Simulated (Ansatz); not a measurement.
# A computed series for MoTe2: pressure series

The reference is MoTe₂ in the 2H-MoS2 type structure (space group P6_3/mmc, No. 194; layered, stacked along the Cartesian z axis).

```yaml
crystal:
  lattice:
    - [3.49670, 0.00000, 0.00000]
    - [-1.74835, 3.02823, 0.00000]
    - [0.00000, 0.00000, 13.69730]
  atoms:
    - { symbol: Mo, position: [0.33333, 0.66667, 0.75000] }
    - { symbol: Mo, position: [0.66667, 0.33333, 0.25000] }
    - { symbol: Te, position: [0.33333, 0.66667, 0.11734] }
    - { symbol: Te, position: [0.66667, 0.33333, 0.61734] }
    - { symbol: Te, position: [0.66667, 0.33333, 0.88266] }
    - { symbol: Te, position: [0.33333, 0.66667, 0.38266] }
```

Cell and atoms are relaxed at each pressure.

Method: PBE-D3(BJ)/PAW in Ansatz (a program for electronic structure), no spin-orbit coupling, earlier PAW set.

```tsv
P (GPa)	V (Å³/atom)
-2.00	25.747
-1.01	24.800
0.30	24.016
0.70	23.820
1.50	23.471
5.00	22.305
```

Task: Fit a third-order Birch–Murnaghan equation of state.

Result: Least squares on P(V) = (3B₀/2)[(V₀/V)^(7/3) − (V₀/V)^(5/3)]·[1 + (3/4)(B₀′ − 4)((V₀/V)^(2/3) − 1)] gives V₀ = 24.18 Å³/atom, B₀ = 43 GPa and B₀′ = 9.2.

Load acts through the strain it causes; cell and atoms are relaxed under it. Stability against distortions was not tested. Competing high-pressure phases were not computed. The D3 term's C6 switches between coordination references near this geometry, which can add small steps to energies.
